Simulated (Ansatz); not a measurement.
## monoclinic HfO2: the defect V_O+Al_Hf+Al_Hf

The numbers are results of PBE, PAW (plane waves to 420 eV; Ansatz, a first-principles code), not measurements. A supercell of 96 sites (2×2×2 repeats of a cell of 12 atoms) was used; the energies come from a 2×2×2 shifted sampling of its zone. Sites at the start: the O(1) site; Hf 2.05 Å away; Hf 2.15 Å away. Energies of charged states are corrected for periodic images (point charge plus alignment at distant sites). Dielectric constants: PBE linear response of the host. Host gap at this level: 4.04 eV. These values are not converged in cell size to better than tenths of an eV. The semilocal functional narrows the gap, so deep levels can fall outside it. Spin–orbit coupling is left out, which matters for these heavy elements. Each state is the lowest found from its start.

Formation energies E_f are given with the Fermi level at the valence-band maximum. Chemical conditions: O-rich (Δμ(Hf) = -10.38 eV, Δμ(O) = 0.00 eV, Δμ(Al) = -7.45 eV, bounded by corundum; only phases computed here count, gases as isolated molecules at 0 K). Reference phases: Al: fcc Al, Hf: hcp Hf, O: O2 molecule in a box.

The name describes the start; the neighbours show where the atoms ended.

Charges with a result: +1, 0, −1. Others weren't obtained, and one of them could lie lower, also by skipping a charge.

| charge | moment (μB) | point group | largest move off a lattice site (Å) | neighbours of the last Al atom of the defect at the end (Å) | image correction with alignment (eV) | E_f, O-rich (eV) |
|---|---|---|---|---|---|---|
| +1* | 1.0 | – | 0.55 | O 1.86, O 1.86, O 1.88, O 1.88, O 2.33, O 2.67 | – | – |
| 0 | not spin-polarised | C1 | 0.54 | O 1.86, O 1.86, O 1.88, O 1.90, O 2.29, O 2.67 | 0.00 | 2.93 |
| −1† | 1.0 | – | 0.52 | O 1.86, O 1.87, O 1.88, O 1.92, O 2.49, O 2.60 | 0.78 | – |

* At this level the carrier isn't localised at the defect: at charge +1 holes occupy the valence band. Such a state is shallow or no state of the defect, and this cell gives it no level.

† Not settled in this cell, so no level is given: charge −1: a large or scattered potential alignment.

Point groups are those of the whole cell at tolerances of 0.03 and 0.1 Å ("near" where only the looser one holds); none is given for unsettled states.

Flagged in the runs: a host whose relaxation on this sampling wasn't shown to rest, a strain field that reaches the edge of the cell.

All states together cost roughly 9 core-hours.
